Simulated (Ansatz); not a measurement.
```yaml
crystal:
  lattice:
    - [5.73558, 0.00000, 0.00000]
    - [0.00000, 5.73558, 0.00000]
    - [0.00000, 0.00000, 5.73558]
  atoms:
    - { symbol: Cs, position: [0.00000, 0.00000, 0.00000] }
    - { symbol: Pb, position: [0.50000, 0.50000, 0.50000] }
    - { symbol: Br, position: [0.00000, 0.50000, 0.50000] }
    - { symbol: Br, position: [0.50000, 0.50000, 0.00000] }
    - { symbol: Br, position: [0.50000, 0.00000, 0.50000] }
```

A single point on CsPbBr3 with a change (pressure 1.8 GPa), its geometry relaxed with PBEsol.

The values are results of PBEsol, PAW, 420 eV (Ansatz, a first-principles code; spin-orbit coupling included), not measurements. Γ-centred 6×6×6 mesh, Fermi–Dirac width 0.05 eV.

Q: Estimate the pressure.

A: 1.62 GPa.

Q: What is the computed band gap?

A: 0.10 eV.

Q: Estimate the gap character.

A: Direct at R.

Single points use the geometry relaxed with PBEsol. Load acts through the strain it causes; cell and atoms are relaxed under it. No phonon test of stability was made. The cell was made from CsPbBr3 in the cubic perovskite structure (space group Pm-3m, No. 221) by this change: pressure 1.8 GPa. Many cubic perovskites are stable only at high temperature; tilts and polar distortions were not tested. This is not the structure that CsPbBr3 has at room temperature and ambient pressure. The zero or small gap of CsPbBr3 under pressure 1.8 GPa can change with the level of theory.
